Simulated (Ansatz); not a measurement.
Input and output of a self-consistent single point for HBr (Cmc2_1, 4 atoms in the cell) (Ansatz, a program for electronic structure).

Level of theory: PBEsol, harder PAW files (source: ansatz) made with PBE (plane waves; Ansatz).

```xyz
4
Lattice="3.0600 -2.7200 0.0000 3.0600 2.7200 0.0000 0.0000 0.0000 5.6140" Properties=species:S:1:pos:R:3 pbc="T T T"
H      3.0600    -2.3120     1.0049
H      3.0600     2.3120     3.8119
Br     3.0600    -1.3600     0.0000
Br     3.0600     1.3600     2.8070
```

Reference input (self-consistent single point, DFT, PBEsol, plane waves, harder PAW files (source: ansatz) made with PBE): basis.ecutwfc = 58.8 Ry; kpoints.mp_grid.grid = 8 8 6; hamiltonian.xc = pbesol; hamiltonian.pseudopotentials = {kind: paw, source: ansatz}; scf.occupations.method = cold; scf.occupations.width = 0.02 Ry. This run's input differs from it in these lines:

Ansatz 0.2 input:
```diff
@@ -12,3 +12,3 @@
 basis:
-  ecutwfc: 58.8 Ry
+  ecutwfc: 35.3 Ry
 kpoints:
```

Output, abridged:

```
SCF iter   1: F=—  HF=-12212.833319 eV  |F-HF|=—  |Δ(HF+E_count)|=         —  Δρ=3.55e-2  dr2=8.90e-1  ethr=3.10e-3  ⟨swp⟩=5.4  Hψ=8323  notcnv=0
all-band conjugate gradients solve this SCF's bands
preconditioner: auto → Resta (q_TF=auto, 2.327 Å⁻¹)
SCF iter   2: F=—  HF=-12212.616065 eV  |F-HF|=—  |Δ(HF+E_count)|=   2.17e-1  S|Δr|=    0.00e0  Δρ=1.75e-2  dr2=1.95e-1  ethr=2.47e-3  ⟨swp⟩=2.8  Hψ=2869  notcnv=0
   [... lines left out ...]
SCF iter   5: F=—  HF=-12212.574519 eV  |F-HF|=—  |Δ(HF+E_count)|=   5.50e-4  S|Δr|=    0.00e0  Δρ=1.86e-4  dr2=4.52e-5  ethr=1.39e-6  ⟨swp⟩=3.0  Hψ=3414  notcnv=0
SCF iter   6: F=—  HF=-12212.574625 eV  |F-HF|=—  |Δ(HF+E_count)|=   1.06e-4  S|Δr|=    0.00e0  Δρ=3.75e-5  dr2=1.60e-6  ethr=1.26e-7  ⟨swp⟩=2.0  Hψ=2520  notcnv=0
SCF iter   7: F=-12212.574633 eV  HF=-12212.574633 eV  |F-HF|=2.49e-7  |Δ(HF+E_count)|=   7.67e-6  S|Δr|=    0.00e0  Δρ=7.03e-6  dr2=6.90e-8  ethr=2.78e-10  ⟨swp⟩=6.3  Hψ=9842  notcnv=0
SCF 1 converged in 7 iterations: F = -12212.574633 eV  dr2 = 6.90e-8
Stability not checked (fill_not_monotonic)
Free energy (F): -12212.574633 eV
Internal energy: -12212.574633 eV  (E = F + TS)
E sigma→0 (E₀):  -12212.574633 eV
Fermi energy:    3.382429 eV
--- Forces (eV/Å), atoms counted from 1 ---
  atom   1  H      0.00000000    -1.24506561     1.29767605
  atom   2  H      0.00000000     1.24506561     1.29767605
  atom   3  Br     0.00000000     1.17883324    -1.29770579
  atom   4  Br     0.00000000    -1.17883324    -1.29770579
--- Stress (GPa, compression-positive) ---
        0.220932       0.000000       0.000000
        0.000000       3.722490       0.000000
        0.000000       0.000000       4.063183
  P = ⅓ Tr σ = 2.6689 GPa (26.689 kbar)
  The stress holds the Pulay correction. Without it, at fixed plane waves, as pw.x and ABINIT print it: P = 1.7418 GPa
```

The run converged in 7 iterations. Against the reference run the free energy goes up by 14.2 meV/atom, the pressure moves little (2.65 to 2.67 GPa), the largest force goes from 1.782 to 1.798 eV/Å and the gap on the mesh moves little (4.616 to 4.615 eV).

The starting cell comes from a database of published, mostly measured structures (it also holds non-ambient and calculated ones), without a prior relaxation at this level. Forces in this geometry exceed 1 eV/Å. Ansatz's pressure includes its estimate of the finite-basis (Pulay) stress. Without the estimate this run gives 1.74 GPa. The cutoff lies below the one recommended for these files.
